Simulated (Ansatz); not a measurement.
A working Ansatz (a first-principles code) input for La2Mg (P1, 6 atoms in the cell) (DFT, PBEsol, plane waves, default PAW files made with PBE):

Ansatz 0.2 input:
```yaml
# La2Mg
crystal:
  lattice:
    - [6.240060, -1.870610, 0.000000]
    - [6.240060, 1.870610, 0.000000]
    - [-3.114705, 0.000000, 8.355232]
  atoms:
    - { symbol: La, position: [0.683832, 0.645779, 0.116275] }
    - { symbol: La, position: [0.327752, 0.329981, 0.880952] }
    - { symbol: La, position: [0.973213, 0.996929, 0.259565] }
    - { symbol: La, position: [0.020293, 0.020775, 0.743964] }
    - { symbol: Mg, position: [0.327675, 0.323111, 0.448489] }
    - { symbol: Mg, position: [0.667234, 0.683425, 0.550755] }
basis:
  ecutwfc: 30.9 Ry
kpoints:
  mp_grid: { grid: [6, 6, 3], shift: [0.5, 0.5, 0.5] }
hamiltonian:
  xc: pbesol
  pseudopotentials: { kind: paw }
scf:
  occupations: { method: cold, width: 0.0073 Ry }
output:
  forces: true
  eigenvalues: true
  stress: true
```

The run converged in 8 iterations: free energy E − TS (on the zero of these files) -28469.3005 eV; Fermi level (on the code's own zero) 9.49 eV; pressure -1.64 GPa; largest force (vector length) 0.186 eV/Å. Each of these slips is then made, one at a time:

(1)
```diff
-  mp_grid: { grid: [6, 6, 3], shift: [0.5, 0.5, 0.5] }
+  mp_grid: { grid: [1, 1, 1], shift: [0.5, 0.5, 0.5] }
```

(2)
```diff
-  occupations: { method: cold, width: 0.0073 Ry }
+  occupations: { method: fixed }
```

What happens in each case?


(1) A single k-point for a small metallic cell. The run converged in 11 iterations without an error; against the sound input the free energy drops by 335 meV/atom, the pressure goes from -1.64 to 5.50 GPa and the largest force goes from 0.186 to 2.234 eV/Å.

(2) Fixed (insulator-type) occupations in a metal. The run converged in 8 iterations without an error; against the sound input the free energy goes up by 6.5 meV/atom, the pressure moves little (-1.64 to -1.65 GPa) and the largest force goes from 0.186 to 0.164 eV/Å. The full log also holds (shortened here): “WARN: iter 1: σ=0 fill of 32 bands saw a band overlap (occupied 9.6478 eV > unoccupied 9.4010 eV) — on an unconverged iterate often a transient of an (band_overlap_at_count)”.

The starting cell comes from a database of computed structures (which also holds hypothetical and non-ambient phases and stackings), without a prior relaxation at this level. Its atoms were displaced at random from the sites of space group no. 12. Ansatz's pressure includes its estimate of the finite-basis (Pulay) stress.

Left out of this page: 5 runs of the series outside the window shown, repeating another row's setting, or not comparable.
